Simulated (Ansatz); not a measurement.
Base system: SiC in the zinc blende structure (space group F-43m, No. 216; a = 4.357 Å).

Method: Ansatz (an electronic-structure program) PBEsol, no spin-orbit coupling.

Strains are applied to the cell and any free atomic positions relax.

One change was made to it. Results:

```json
[
 {"quantity": "pressure", "base": "-0.01 GPa", "after": "3.42 GPa"},
 {"quantity": "energy relative to the base (free energy F)", "base": "0 meV/atom", "after": "+1.6 meV/atom"}
]
```

What was done to the base?
A) isotropic strain +2.50 %
B) isotropic strain +0.50 %
C) isotropic strain +2.00 %
D) isotropic strain −0.50 %
E) isotropic strain −3.00 %

D, isotropic strain −0.50 %. For comparison, the pressure in the other runs: isotropic strain +0.50 % gives -3.23 GPa; isotropic strain +2.00 % gives -11.73 GPa; isotropic strain −3.00 % gives 24.14 GPa; isotropic strain +2.50 % gives -14.20 GPa.

Whether these cells are dynamically stable was not tested.
